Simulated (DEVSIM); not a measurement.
## abrupt Si p-n junction

System: abrupt Si p-n junction, at 300 K.

```
layer (left to right)  material  thickness (μm)  Nd (cm⁻³)  Na (cm⁻³)  τn (s)  τp (s)
---------------------  --------  --------------  ---------  ---------  ------  ------
1                            Si           0.410          -     1.5e17  2.5e-5  2.5e-5
2                            Si            3.90     1.4e13          -  2.5e-5  2.5e-5
```

Left contact: ohmic. Right contact: ohmic. Voltage is applied to the left contact. Recombination: SRH at mid-gap. Mobility is constant in doping.

Constants are typed, rounded textbook-type inputs, not results; the design itself was drawn at random and stands for no fabricated device. Values at 300 K.

```
parameter           Si
-------------  -------
gap (eV)         1.124
affinity (eV)     4.05
permittivity      11.7
Nc (cm⁻³)      2.86e19
Nv (cm⁻³)       3.1e19
μn (cm²/Vs)       1417
μp (cm²/Vs)        470
```

Simulated with DEVSIM: 1D drift-diffusion, Boltzmann statistics, complete ionisation; no tunnelling, impact ionisation, image-force lowering or self-heating.

| Quantity | Value |
|---|---|
| Potential step across the device at zero bias | 0.611 V |
| Largest field in the device at zero bias | 21000 V/cm |
| Dark forward voltage at 1 A/cm² | 0.473 V |
| Dark forward voltage at 100 A/cm² | 1.263 V |

Dark forward current:

(V (V), J (A/cm²)): (0.05, 2.9e-6); (0.15, 0.00011); (0.20, 0.00059); (0.30, 0.014); (0.40, 0.20); (0.45, 0.62); (0.55, 4.8); (0.60, 12); (0.70, 37); (0.80, 54); (0.85, 60); (0.95, 71); (1.05, 81); (1.10, 86); (1.20, 95); (1.25, 99); (1.35, 110); (1.45, 120); (1.50, 120); (1.60, 130)
